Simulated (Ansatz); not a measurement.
Start from Na₃Sb (space group P6_3/mmc, No. 194).

```
CELL_PARAMETERS angstrom
      5.31225     0.00000     0.00000
     -2.65612     4.60054     0.00000
      0.00000     0.00000     9.45285
ATOMIC_POSITIONS crystal
  Sb 0.33333 0.66667 0.25000
  Sb 0.66667 0.33333 0.75000
  Na 0.00000 0.00000 0.25000
  Na 0.00000 0.00000 0.75000
  Na 0.33333 0.66667 0.58243
  Na 0.66667 0.33333 0.08243
  Na 0.33333 0.66667 0.91757
  Na 0.66667 0.33333 0.41757
```

Method: PBEsol (Ansatz, a program for electronic structure; PAW; 420 eV plane waves; no spin-orbit coupling).

Before the change:

- Pressure = 0.00 GPa
- Band gap = 0.43 eV
- Valence-band top at Γ = 0.00, 0.00, -0.16 eV
- Electron mass = 0.076 mₑ along c, 0.061 mₑ across (at Γ)

Now apply this change: every lattice vector is stretched by 3.00 %, atoms relaxed at fixed cell.

Question: Predict the new pressure, band gap, valence-band top at Γ, electron mass and energy relative to the base.

Answer: The pressure (mean of the normal stresses, compression positive) goes from zero to -1.50 GPa; the band gap drops by 0.20 eV, from 0.43 eV to 0.23 eV; the valence-band top at Γ (three highest levels, from the VBM) changes from 0.00, 0.00, -0.16 eV to 0.00, 0.00, -0.15 eV; the electron mass changes from 0.076 mₑ along c, 0.061 mₑ across (at Γ) to 0.061 mₑ along c, 0.038 mₑ across (at Γ); the energy increases by 13 meV/atom.

With Sb present, leaving out spin-orbit coupling can change the band edges. The cells carry an imposed strain or load. Effective masses come from finite differences of ±0.01 Å⁻¹. No phonon test of stability was made. A zero or small gap of Na3Sb under isotropic strain +3.00 % can be the functional's error rather than a property of the material.
